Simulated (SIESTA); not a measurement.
**A self-consistent single point of In2Ag (I4/mcm, 6 atoms in the cell) with SIESTA**

Method of the run: LDA PW92, numerical atomic orbitals DZP, PseudoDojo LDA standard norm-conserving potentials (rewritten from UPF to PSML) (SIESTA).

Input as run:

```
# files in the folder: In.psml Ag.psml (PseudoDojo LDA standard)
SystemName  In2Ag
SystemLabel in2ag

NumberOfAtoms                6
NumberOfSpecies              2
%block ChemicalSpeciesLabel
  1 49 In
  2 47 Ag
%endblock ChemicalSpeciesLabel
LatticeConstant              1.0 Ang
%block LatticeVectors
    -3.471500000    3.471500000    2.787400000
     3.471500000   -3.471500000    2.787400000
     3.471500000    3.471500000   -2.787400000
%endblock LatticeVectors
AtomicCoordinatesFormat      Fractional
%block AtomicCoordinatesAndAtomicSpecies
     0.345440000    0.154560000    0.500000000  1
     0.654560000    0.845440000    0.500000000  1
     0.154560000    0.654560000    0.809120000  1
     0.845440000    0.345440000    0.190880000  1
     0.750000000    0.750000000    0.000000000  2
     0.250000000    0.250000000    0.000000000  2
%endblock AtomicCoordinatesAndAtomicSpecies

XC.functional                LDA
XC.authors                   PW92
PAO.BasisSize                DZP
PAO.EnergyShift              0.01 Ry
MeshCutoff                   350 Ry
%block kgrid.MonkhorstPack
    5   0   0  0.0
    0   5   0  0.0
    0   0   5  0.0
%endblock kgrid.MonkhorstPack
OccupationFunction           FD
ElectronicTemperature        0.1 eV

MaxSCFIterations             150
SCF.Mixer.Method             Broyden
SCF.Mixer.Weight             0.25
SCF.Mixer.History            6
SCF.DM.Tolerance             1.0E-05
Diag.ParallelOverK           true
WriteForces                  true
```

Log, with long lists cut:

```
reinit: Reading from file input.fdf

reinit: System Name: In2Ag
reinit: System Label: in2ag

coor:   Atomic-coordinates input format  =     Fractional

siesta: Atomic coordinates (Bohr) and species
siesta:      2.02788   4.53230   0.00000  1        1
siesta:      4.53230   2.02788   5.26742  1        2
siesta:      8.58807   2.02788   0.00000  1        3
siesta:     -2.02788   4.53230   5.26742  1        4
siesta:      0.00000   0.00000   7.90113  2        5
siesta:      0.00000   0.00000   2.63371  2        6

siesta: System type = bulk

initatomlists: Number of atoms, orbitals, and projectors:      6   110   108

siesta: ******************** Simulation parameters ****************************
redata: Spin configuration                          = none
redata: Time-Reversal Symmetry                      = T
redata: Number of Atomic Species                    =        2
redata: Mesh Cutoff                                 =   350.0000 Ry
redata: Net charge of the system                    =     0.0000 |e|
redata: Min. number of SCF Iter                     =        0
redata: Max. number of SCF Iter                     =      150
redata: SCF convergence failure will abort job
redata: SCF mix quantity                            = Hamiltonian
redata: Mix DM or H after convergence               =   F
redata: Recompute H after scf cycle                 =   F
redata: Mix DM in first SCF step                    =   T
redata: No kicks to SCF
redata: DM Mixing Weight for Kicks                  =     0.5000
redata: Require Harris convergence for SCF          =   F
redata: Harris energy tolerance for SCF             =     0.000100 eV
redata: Require DM convergence for SCF              =   T
redata: DM tolerance for SCF                        =     0.000010
redata: Require EDM convergence for SCF             =   F
redata: EDM tolerance for SCF                       =     0.001000 eV
redata: Require H convergence for SCF               =   T
redata: Hamiltonian tolerance for SCF               =     0.001000 eV
redata: Require (free) Energy convergence for SCF   =   F
redata: (free) Energy tolerance for SCF             =     0.000100 eV
redata: Using DFT-D3 dispersion                     =   F
redata: Using Saved Data (generic)                  =   F
redata: Method of Calculation                       = Diagonalization
redata: Electronic Temperature                      =  1160.4518 K
redata: Number of TDED substeps                     =        3
redata: Dynamics option                             = Single-point calculation
redata: Save all siesta data in one NC              =   F
redata: ***********************************************************************

%block SCF.Mixers
  Broyden
%endblock SCF.Mixers

%block SCF.Mixer.Broyden
  # Mixing method
  method broyden

  # Mixing options
  weight 0.2500
  weight.linear 0.2500
  weight.prime 0.2500
  history 6
%endblock SCF.Mixer.Broyden

DM_history_depth set to one: no extrapolation allowed by default for geometry relaxation
Size of DM history Fstack: 1
Total number of electrons:    90.000000
Total ionic charge:    90.000000

* ProcessorY, Blocksize:    1  64

* Orbital distribution balance (max,min):   110   110

 Kpoints in:           75 . Kpoints trimmed:           63

siesta: k-grid: Number of k-points = 63
siesta: k-points from Monkhorst-Pack grid
siesta: k-cutoff (effective) =    13.937 Ang
siesta: k-point supercell and displacements
siesta: k-grid:     5     0     0      0.000
siesta: k-grid:     0     5     0      0.000
siesta: k-grid:     0     0     5      0.000

diag: Algorithm                                     = D&C
diag: Parallel over k                               =   F
diag: Use parallel 2D distribution                  =   F
diag: Parallel block-size                           = 64
diag: Parallel distribution                         =     1 x     1
diag: Used triangular part                          = Lower
diag: Absolute tolerance                            =  0.100E-15
diag: Orthogonalization factor                      =  0.100E-05
diag: Memory factor                                 =  1.0000

superc: Internal auxiliary supercell:     5 x     5 x     5  =     125
superc: Number of atoms, orbitals, and projectors:    750  13750  13500

                        Single-point calculation

superc: Internal auxiliary supercell:     5 x     5 x     5  =     125
superc: Number of atoms, orbitals, and projectors:    750  13750  13500

outcell: Unit cell vectors (Ang):
       -3.471500    3.471500    2.787400
        3.471500   -3.471500    2.787400
        3.471500    3.471500   -2.787400

outcell: Cell vector modules (Ang)   :    5.645549    5.645549    5.645549
outcell: Cell angles (23,13,12) (deg):    104.1094    104.1094    120.8274
outcell: Cell volume (Ang**3)        :    134.3673
new_DM -- step:     1
Initializing Density Matrix...

Attempting to read DM from file... Failed...
DM filled with atomic data:

InitMesh: MESH = 60 x 60 x 72 = 259200
InitMesh: Mesh cutoff (required, used) =   350.000   412.800 Ry

stepf: Fermi-Dirac step function

        iscf     Eharris(eV)        E_KS(eV)     FreeEng(eV)     dDmax    Ef(eV) dHmax(eV)
   scf:    1   -15480.658394   -15591.581313   -15591.640776  0.809118 -2.173994 32.455277
   scf:    2   -15630.326737   -15637.889655   -15637.979507  0.504158 -3.309971  6.296360
   scf:    3   -15641.765957   -15640.206301   -15640.296587  0.077099 -3.338206  2.090093
   scf:    4   -15640.351240   -15640.559589   -15640.651916  0.081817 -3.409105  1.713776
   scf:    5   -15640.610016   -15640.672589   -15640.765830  0.044741 -3.458999  0.664084
   scf:    6   -15640.697420   -15640.690362   -15640.783617  0.013870 -3.451705  0.055002
   [... 2 lines left out ...]
   scf:    9   -15640.690544   -15640.690539   -15640.783783  0.000211 -3.455951  0.000545
   scf:   10   -15640.690539   -15640.690539   -15640.783783  0.000029 -3.456116  0.000331
   scf:   11   -15640.690538   -15640.690539   -15640.783784  0.000016 -3.456193  0.000212
   scf:   12   -15640.690538   -15640.690538   -15640.783784  0.000011 -3.456238  0.000137
   scf:   13   -15640.690538   -15640.690538   -15640.783784  0.000008 -3.456264  0.000091

SCF Convergence by DM+H criterion
max |DM_out - DM_in|         :     0.0000075730
max |H_out - H_in|      (eV) :     0.0000912158
SCF cycle converged after 13 iterations

Using DM_out to compute the final energy and forces

siesta: E_KS(eV) =           -15640.6905

siesta: E_KS - E_eggbox =    -15640.6905

siesta: Atomic forces (eV/Ang):
     1    0.050000   -0.050000   -0.000000
     2   -0.050000    0.050000    0.000000
     3    0.050622    0.050622    0.001069
     4   -0.050622   -0.050622   -0.001069
     5    0.000617   -0.000617   -0.000000
     6   -0.000617    0.000617    0.000000
   Tot   -0.000000    0.000000   -0.000000
   Max    0.050622
   Res    0.033544    sqrt( Sum f_i^2 / 3N )
   Max    0.050622    constrained

Stress tensor Voigt[x,y,z,yz,xz,xy] (kbar):       48.54       48.54       35.19        0.01        0.01       -0.02
(Free)E + p*V (eV/cell)   -15644.4816
Target enthalpy (eV/cell)   -15640.7838

siesta: Program's energy decomposition (eV):
siesta: Ebs     =     -2075.086744
siesta: Eions   =     19831.112642
siesta: Ena     =      1774.331860
siesta: Ekin    =      7388.578096
siesta: Enl     =     -1717.469961
siesta: Eso     =         0.000000
siesta: Edftu   =         0.000000
siesta: DEna    =       137.757378
siesta: DUscf   =         4.540678
siesta: DUext   =         0.000000
siesta: Ex      =     -3123.436250
siesta: Ec      =      -273.879697
siesta: Exc     =     -3397.315947
siesta: Eharris =    -15640.690538
siesta: Etot    =    -15640.690538
siesta: FreeEng =    -15640.783784

siesta: Atomic forces (eV/Ang):
siesta:      1    0.050000   -0.050000   -0.000000
siesta:      2   -0.050000    0.050000    0.000000
siesta:      3    0.050622    0.050622    0.001069
siesta:      4   -0.050622   -0.050622   -0.001069
siesta:      5    0.000617   -0.000617   -0.000000
siesta:      6   -0.000617    0.000617    0.000000
siesta: ----------------------------------------
siesta:    Tot   -0.000000    0.000000   -0.000000

siesta: Stress tensor (static) (eV/Ang**3):
siesta:     0.030297   -0.000015    0.000009
siesta:    -0.000015    0.030297    0.000009
siesta:     0.000009    0.000009    0.021967

siesta: Cell volume =        134.367311 Ang**3

siesta: Pressure (static):
siesta:                Solid            Molecule  Units
siesta:          -0.00029974         -0.00030195  Ry/Bohr**3
siesta:          -0.02752051         -0.02772340  eV/Ang**3
siesta:         -44.09271896        -44.41777814  kBar
```

The run converged in 13 iterations.

The starting cell comes from a database of computed structures (which also holds hypothetical and non-ambient phases and stackings), without a prior relaxation at this level. Values carry the incompleteness of an atom-centred basis. With a pressure of about -4 GPa the cell is away from its equilibrium volume at this level.

Cost on one core of a shared machine: roughly 80 s.
